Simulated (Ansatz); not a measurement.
The starting structures come from a database of crystals and need not be the phases stable at ambient conditions.

**Evanescent states of Ca(CdAs)2 (P-3m1, not sure to be the ambient phase, 5 atoms a cell, 24.3 Å³ an atom) along the normal of (111)**

Computed with r2SCAN (plane waves, PAW; Ansatz, a program for electronic structure).

The gap is the functional's own, uncorrected, and κ follows it; spin-orbit coupling is left out. Mid-gap values are interpolated between the computed energies.

Energies count from the valence-band top; κ is the least over a 6×4 mesh across the current.

| E (eV) | κ (1/Å) | where |
|---|---|---|
| 0.03 | 0.021 | Γ |
| 0.09 | 0.035 | Γ |
| 0.15 | 0.043 | Γ |
| 0.21 | … | Γ |
| 0.27 | … | Γ |
| 0.33 | … | Γ |
| 0.39 | … | Γ |
| 0.45 | … | Γ |
| 0.51 | … | Γ |
| 0.57 | … | Γ |
| 0.63 | 0.042 | Γ |
| 0.69 | 0.032 | Γ |
| 0.75 | 0.009 | Γ |

### Question
Fill in the missing entries.

### Answer

- 0.21, κ (1/Å): 0.049
- 0.27, κ (1/Å): 0.053
- 0.33, κ (1/Å): 0.055
- 0.39, κ (1/Å): 0.055
- 0.45, κ (1/Å): 0.055
- 0.51, κ (1/Å): 0.052
- 0.57, κ (1/Å): 0.048
